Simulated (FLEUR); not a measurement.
A self-consistent single point of CsCdCl3 (Pm-3m, 5 atoms in the cell) with FLEUR.

Method of the run: LDA (Perdew-Zunger), all-electron FLAPW (FLEUR), scalar-relativistic valence.

The change in words: lattice scaled by 0.98. Reference geometry:
```
CELL_PARAMETERS angstrom
      5.32020     0.00000     0.00000
      0.00000     5.32020     0.00000
      0.00000     0.00000     5.32020
ATOMIC_POSITIONS crystal
  Cs 0.00000 0.00000 0.00000
  Cd 0.50000 0.50000 0.50000
  Cl 0.00000 0.50000 0.50000
  Cl 0.50000 0.00000 0.50000
  Cl 0.50000 0.50000 0.00000
```

Reference input (self-consistent single point, DFT, LDA (Perdew-Zunger), all-electron FLAPW (FLEUR), scalar-relativistic valence): Kmax = 4.3 1/bohr; GmaxXC = 15 1/bohr; xcFunctional = pz; jspins = 1; l_soc = F; mode = hist; fermiSmearingEnergy = 0.0001 Htr; mesh (inpgen div1-3) = 5 5 5; inpgen gamma flag = false; Gmax = 15 1/bohr; numbands = 0; maxIterBroyd = 15. This run's input differs from it in these lines:

```diff
@@ -3,5 +3,5 @@
 &input film=f /
-5.3202030000 0.0000000000 0.0000000000
-0.0000000000 5.3202030000 0.0000000000
-0.0000000000 0.0000000000 5.3202030000
+5.2137990000 0.0000000000 0.0000000000
+0.0000000000 5.2137990000 0.0000000000
+0.0000000000 0.0000000000 5.2137990000
 1.8897261246
@@ -47,5 +47,5 @@
          <bravaisMatrix>
-            <row-1>   10.0537265972752934     0.0000000000000000     0.0000000000000000</row-1>
-            <row-2>    0.0000000000000000    10.0537265972752934     0.0000000000000000</row-2>
-            <row-3>    0.0000000000000000     0.0000000000000000    10.0537265972752934</row-3>
+            <row-1>    9.8526521787133543     0.0000000000000000     0.0000000000000000</row-1>
+            <row-2>    0.0000000000000000     9.8526521787133543     0.0000000000000000</row-2>
+            <row-3>    0.0000000000000000     0.0000000000000000     9.8526521787133543</row-3>
          </bravaisMatrix>
```

Output (repeated stretches shortened):

```
 Iteration:     1   Distance:       5.61586591 me/bohr^3
 Iteration:     2   Distance:       5.02418743 me/bohr^3
 Iteration:     3   Distance:       2.62781849 me/bohr^3
 Iteration:     4   Distance:       1.22962235 me/bohr^3
 Iteration:     5   Distance:       0.80778368 me/bohr^3
   [... 8 lines left out ...]
 Iteration:    14   Distance:       0.00001924 me/bohr^3
 Iteration:    15   Distance:       0.00002043 me/bohr^3
 Iteration:    16   Distance:       0.00001821 me/bohr^3
 Iteration:    17   Distance:       0.00000853 me/bohr^3
 Run finished successfully
 Stop message:
   Structural relaxation: Done

[file out, last iteration]
             iter=     18
[...]
          total density-effective poten   -2.4445939776E+04
          total charge density-energy d   -4.1686299055E+02
 Updated energy parameters for spin:           1
[...]
 fermi energy and band-weighting factors:

[...]
FERMIE:
          first approx. to ef    (T=0)  :   0.077396 htr   (energy of the highest occ. eigenvalue)
          number of occ. states  (T=0)  :        240
          first approx. to seigv (T=0)  : -18.553109 htr
          sum of weights of occ. states :  24.000000
          sum of semicore charge        :   0.000000 e
FERHIS:  Fermi-Energy by histogram:
          bandgap                     :   0.060774 htr
   [... lines left out ...]
          charge neutrality (T=0)     :   0.000000    (zero if the highest occ. eigenvalue is "entirely" occupied)
 Direct bandgap for spin            1 :    7.5447050593784218E-002  Htr
 ---->    free energy=                    -14756.0754364371 htr
   [... lines left out ...]
 TOTAL FORCE FOR ATOM TYPE=  1  X=  0.000   Y=  0.000   Z=  0.000
                       FX_TOT= 0.000000 FY_TOT= 0.000000 FZ_TOT= 0.000000
 TOTAL FORCE FOR ATOM TYPE=  2  X=  4.926   Y=  4.926   Z=  4.926
                       FX_TOT= 0.000000 FY_TOT= 0.000000 FZ_TOT= 0.000000
 TOTAL FORCE FOR ATOM TYPE=  3  X=  0.000   Y=  4.926   Z=  4.926
                       FX_TOT= 0.000000 FY_TOT= 0.000000 FZ_TOT= 0.000000
 Structural relaxation: Done
```

The run converged in 17 iterations. FLEUR gives forces in its relaxation mode, with a further iteration, so its stop message speaks of a relaxation. 

The starting cell comes from a database of computed structures (which also holds hypothetical and non-ambient phases and stackings), without a prior relaxation at this level. Its lattice was rescaled by a random factor within 2.5 % of one. For this run, on top of that: lattice scaled by 0.98. Values depend on the basis (sphere radii, cutoffs, local orbitals), which need not be converged.

These are the values that this program gave, and no reference: the default basis lacks the next d shell.

Cost on one core of a shared machine: roughly 4 min.
